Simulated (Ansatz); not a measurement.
Worked example: relaxation of cell and atoms of PtS2 (P-3m1, 3 atoms in the cell) in Ansatz (a first-principles code).

Computed with PBE, PAW files (plane waves; Ansatz).

```xyz
3
Lattice="3.4746 0.0000 0.0000 -1.7373 3.0091 0.0000 0.0000 0.0000 5.4801" Properties=species:S:1:pos:R:3 pbc="T T T"
Pt     0.0000     0.0000     0.0000
S      1.7373     1.0030     4.2726
S      0.0000     2.0060     1.2075
```

Reference input (self-consistent single point, DFT, PBE, plane waves, PAW files): basis.ecutwfc = 420 eV; kpoints.mp_grid.grid = 7 7 4; hamiltonian.xc = pbe; hamiltonian.pseudopotentials = {kind: paw} (the program's default PAW files); scf.occupations.method = fermi_dirac; scf.occupations.width = 0.01 eV. This run's input differs from it in these lines:

```diff
@@ -19,2 +19,4 @@
   occupations: { method: fermi_dirac, width: 0.01 }
+relax:
+  cell: {}
 output:
```

Log, with long lists cut:

```
   [... SCF lines of the steps left out ...]
relax step   1: F+E_penalty+E_count = -14329.76854260 eV  Δ(F+E_penalty+E_count) = +0.000e0 eV  max|allowed force component| = 1.018e0 eV/Å  Δτ_max = 0.0000 Å  P = +11.793 GPa  Ω = 57.296 Å³  (8 SCF iters, dr2 threshold 1.00e-7 eV, accepted)
relax step   2: F+E_penalty+E_count = -14329.92596178 eV  Δ(F+E_penalty+E_count) = -1.574e-1 eV  max|allowed force component| = 1.155e-1 eV/Å  Δτ_max = 0.0603 Å  P = -0.853 GPa  Ω = 64.686 Å³  energy of the carried Pulay correction = -2.015e-3 eV  [...]
   [... lines left out ...]
relax step  12: F+E_penalty+E_count = -14329.95198821 eV  Δ(F+E_penalty+E_count) = +4.702e-5 eV  max|allowed force component| = 7.058e-4 eV/Å  Δτ_max = 0.0025 Å  P = +0.004 GPa  Ω = 71.513 Å³  energy of the carried Pulay correction = -1.090e-3 eV  [...]
relax step  13: F+E_penalty+E_count = -14329.95315215 eV  Δ(F+E_penalty+E_count) = -1.164e-3 eV  max|allowed force component| = 3.242e-4 eV/Å  Δτ_max = 0.0000 Å  P = -0.001 GPa  Ω = 71.513 Å³  stress off target by 2.10e-2 GPa  SCF on the basis [...]
basis re-selected at this cell: Δ(F+E_penalty+E_count) = -1.164e-3 eV, ΔP = -0.005 GPa vs the last step
the relaxation is at rest under the 12 symmetry operations that the run kept from its start: a minimum is not shown …
Free energy (F): -14329.953152 eV
Internal energy: -14329.953152 eV  (E = F + TS)
E sigma→0 (E₀):  -14329.953152 eV
Fermi energy:    7.175663 eV
--- Forces (eV/Å), atoms counted from 1 ---
  atom   1  Pt     0.00000000     0.00000000     0.00000000
  atom   2  S      0.00000000     0.00000000    -0.00032424
   [... lines left out ...]
  cell:  # Å, volume = 71.5129 Å³
   [... lines left out ...]
    - [-1.7883846299491086, 3.0975724482152422, -1.237600959100292e-32]
    - [4.5993585260359e-32, 4.015312998920231e-33, 6.4546439532899385]
  atoms:
    - { symbol: Pt, position: [-2.0454851059446803e-34, 1.7656724001540133e-34, -2.1103341483159152e-19] }
    - { symbol: S, position: [0.6666666666666666, 0.3333333333333333, 0.8098319122865285] }
    - { symbol: S, position: [0.33333333333333326, 0.6666666666666664, 0.19016808771347135] }
```

The run converged. 

Summary of the result:
- Free energy E − TS (on the zero of these files): -14329.9532 eV
- Top of the valence band (on the code's own zero): 6.40 eV
- Gap on the k-point mesh: 1.55 eV
- Pressure: 0.00 GPa
- Final cell: a = b = 3.5768 Å, c = 6.4546 Å, α = β = 90.00°, γ = 120.00°
- Final volume per atom: 23.84 Å³
- Relaxation steps: 13

The starting cell comes from a database of computed structures (which also holds hypothetical and non-ambient phases and stackings), without a prior relaxation at this level. Its lattice was rescaled by a random factor within 2.5 % of one. Spin-orbit coupling is off. The relaxation keeps the symmetry of its start, so its end need not be a minimum. Ansatz's pressure includes its estimate of the finite-basis (Pulay) stress. One axis grew by 18 %: without a dispersion term the functional hardly binds the layers.

Keys are those of Ansatz 0.2.
